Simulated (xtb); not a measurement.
xtb 6.7.1, GFN1-xTB: [CH3][Ge]([CH3])([CH3])/[CH]=[CH]/[Ge]([Cl])([Cl])[Cl], 21 atoms. The geometry is a generated start, not checked to be a minimum at this level.

| Item | Value |
|---|---|
| method | GFN1-xTB |
| --acc | 1 (default) |
| --etemp (K) | 300 (default) |
| detailed input (--input) | none: ANC optimiser, Lindh (1995) Hessian, microcycle=20, maxdispl=1.0, hlow=0.01 (default) |
| basis functions | 92 |
| valence electrons | 60 |

```xyz
21

Ge     3.7307    -0.0935    -0.0169
Cl     4.6742     1.7359    -0.6212
Cl     4.7951    -1.6770    -0.9909
Cl     4.0610    -0.2915     2.0863
C      1.7812    -0.1055    -0.4528
C      0.8335    -0.0062     0.4593
Ge    -1.1057     0.0223     0.0668
C     -1.7513     1.8589     0.4664
C     -1.3941    -0.4384    -1.8417
C     -1.9572    -1.2954     1.2858
H      1.5633    -0.1938    -1.5072
H      1.1188     0.0771     1.5013
H     -1.5073     2.1377     1.4870
H     -1.2930     2.5800    -0.2039
H     -2.8277     1.9190     0.3446
H     -0.9450    -1.3985    -2.0788
H     -0.9606     0.3154    -2.4921
H     -2.4565    -0.4986    -2.0588
H     -3.0384    -1.1936     1.2691
H     -1.6158    -1.1447     2.3063
H     -1.7052    -2.3096     0.9914
```

The structure is relaxed from this start with --opt LEVEL for the levels crude, sloppy, loose, lax, normal, tight, vtight, extreme, once each. Up to the end of the extreme run atoms move by at most 0.17 Å along an axis.

Q: Choose the cheapest level whose final energy lies within 1 meV of that of extreme.

A: normal: 13 cycles against 44, ending 0.39 meV above.

```
level    cycles  energy above the extreme run (meV)  gradient norm (eV/Å)
-------  ------  ----------------------------------  --------------------
crude         3                                 4.8                  0.23
sloppy        4                                 2.8                  0.13
loose         5                                 2.2                 0.077
lax           6                                 1.9                 0.094
normal       13                                0.39                 0.025
tight        14                                0.36                 0.013
vtight       44                          under 0.01                0.0015
extreme      44                                   —                0.0015
```
